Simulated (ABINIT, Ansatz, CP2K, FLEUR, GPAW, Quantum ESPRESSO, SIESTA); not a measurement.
# CaGaCu (C2/m, 6 atoms in the cell) computed with different codes at matched settings

Self-consistent single point, at a second geometry (lattice scaled by 0.98). First geometry:

```xyz
6
Lattice="4.9109 -2.1594 0.0000 4.9109 2.1594 0.0000 -4.7904 0.0000 5.1546" Properties=species:S:1:pos:R:3 pbc="T T T"
Ca     1.0551     0.0000     3.5594
Ca     3.9762     0.0000     1.5951
Ga     1.1780     0.0000     0.5325
Ga     3.8533     0.0000     4.6221
Cu     6.9293     0.0000     1.3776
Cu    -1.8980     0.0000     3.7770
```

Shared settings, as Ansatz (a program for electronic structure) writes them: kpoints.mp_grid.grid = 4 4 3; scf.occupations.method = gaussian; scf.occupations.width = 0.0147 Ry. Potentials and cutoffs stand in the table.

```json
[
 {"code": "FLEUR", "model": "LDA (Vosko-Wilk-Nusair), all-electron FLAPW (FLEUR), scalar-relativistic valence", "ΔF from the first geometry (meV/atom)": "–", "pressure (GPa)": "–", "largest force (eV/Å)": "0.255", "cutoff": "Kmax 3.8 1/bohr"},
 {"code": "SIESTA", "model": "LDA PW92, numerical atomic orbitals DZP, PseudoDojo LDA standard norm-conserving potentials (rewritten from UPF to PSML)", "ΔF from the first geometry (meV/atom)": "60.4", "pressure (GPa)": "12.32", "largest force (eV/Å)": "0.332", "cutoff": "grid 400 Ry"},
 {"code": "CP2K", "model": "LDA (Pade form), GPW, DZVP-MOLOPT-SR-GTH basis, GTH-PADE potentials (GTH_POTENTIALS)", "ΔF from the first geometry (meV/atom)": "20.9", "pressure (GPa)": "5.84", "largest force (eV/Å)": "0.213", "cutoff": "grid 600 Ry"},
 {"code": "Quantum ESPRESSO", "model": "LDA (PZ), GBRV 1.5 ultrasoft (LDA) pseudopotentials", "ΔF from the first geometry (meV/atom)": "16.4", "pressure (GPa)": "4.63", "largest force (eV/Å)": "0.253", "cutoff": "50 Ry"},
 {"code": "ABINIT", "model": "LDA (PW92), PAW (JTH v2.0 LDA PAW)", "ΔF from the first geometry (meV/atom)": "15.5", "pressure (GPa)": "4.80", "largest force (eV/Å)": "0.242", "cutoff": "30 Ha"},
 {"code": "GPAW", "model": "LDA (Perdew-Wang 92), GPAW PAW datasets LDA (gpaw-data 1.0.1)", "ΔF from the first geometry (meV/atom)": "22.1", "pressure (GPa)": "5.89", "largest force (eV/Å)": "0.294", "cutoff": "850 eV"},
 {"code": "Ansatz", "model": "LDA (PW92), PAW files made with PBE", "ΔF from the first geometry (meV/atom)": "15.5", "pressure (GPa)": "4.92", "largest force (eV/Å)": "0.241", "cutoff": "default"}
]
```

For Quantum ESPRESSO (by 0.4 GPa) the energy change implies a higher mean pressure, against the two pressures, than for the other programs: a sign of finite-basis (Pulay) stress.

Size of the force on each atom (eV/Å): Sizes of forces hide their directions.

```csv
code,Ca1,Ca2,Ga3,Ga4,Cu5,Cu6
FLEUR,0.160,0.160,0.120,0.120,0.255,0.255
SIESTA,0.332,0.332,0.159,0.158,0.259,0.259
CP2K,0.156,0.156,0.145,0.145,0.213,0.213
Quantum ESPRESSO,0.170,0.170,0.128,0.128,0.253,0.253
ABINIT,0.168,0.168,0.127,0.127,0.242,0.242
GPAW,0.184,0.184,0.139,0.139,0.294,0.294
Ansatz,0.166,0.166,0.125,0.125,0.241,0.241
```

A dash marks a value that a program does not give, or that is left out as unsure.

On Ansatz's run: spin polarisation is off.

The spread over the programs that give each value: ΔF from the first geometry within 44.9 meV/atom; pressure within 7.69 GPa; largest force within 0.119 eV/Å.

SIESTA and CP2K use small atom-centred bases, whose incompleteness enters pressures, forces and empty levels differently from a plane-wave cutoff. FLEUR treats all electrons, but the usual bases taken here (sphere radii, linearisation, local orbitals, empty states) were not tested for convergence, so the values are no reference for the others. Ansatz's pressure is given at a fixed set of plane waves, as the other plane-wave codes print theirs; with its correction for the finite basis it is 4.95 GPa. The same LDA comes in different parametrisations, which differ slightly. In the pressure, SIESTA (by 7.46) and GPAW (by 1.03) lie more than 1 GPa from the median of the plane-wave programs. In the force vectors, SIESTA (by 0.179) lies more than 0.08 eV/Å from the median of the plane-wave programs.

The shared mesh is coarse (it stands for a supercell whose shortest vector is 17 Å), so the values are not converged in it.

The starting cell comes from a database of computed structures (which also holds hypothetical and non-ambient phases and stackings), without a prior relaxation at this level. Its lattice was rescaled by a random factor within 2.5 % of one. For this run, on top of that: lattice scaled by 0.98.

Left out of this page: Elk (not drawn, or without a comparable value).

Keys are those of Ansatz 0.2.
